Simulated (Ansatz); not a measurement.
A computed series for SiS2: pressure series

Start from SiS2 (space group Ibam, No. 72; a = 5.803 Å, b = 9.892 Å, c = 5.546 Å; made of chains).

Cell and atoms are relaxed at each pressure.

Computed with r2SCAN, PAW, 500 eV (Ansatz, a first-principles code; no spin-orbit coupling).

| pressure (GPa) | volume per atom (Å³/atom) |
|---|---|
| 0 | 26.527 |
| 0.3 | 25.488 |
| 0.7 | 24.535 |
| 1.5 | 23.297 |
| 5 | ? |
| 7.5 | 19.521 |
| 10 | 18.701 |

Fit the third-order Birch–Murnaghan form P(V) = (3B₀/2)[(V₀/V)^(7/3) − (V₀/V)^(5/3)]·[1 + (3/4)(B₀′ − 4)((V₀/V)^(2/3) − 1)] (squares taken in P) to the rows shown and predict the withheld row.

Least squares on the printed values gives V₀ = 26.461 Å³/atom, B₀ = 6.58 GPa, B₀′ = 10.1; this predicts 20.588 Å³/atom, and the run gives 20.607 Å³/atom, 0.019 higher.

Load acts through the strain it causes; cell and atoms are relaxed under it. No phonon test of stability was made. Competing high-pressure phases were not computed. No dispersion term is included, though the crystal is made of layers, chains or molecules, so its spacings can come out too wide.
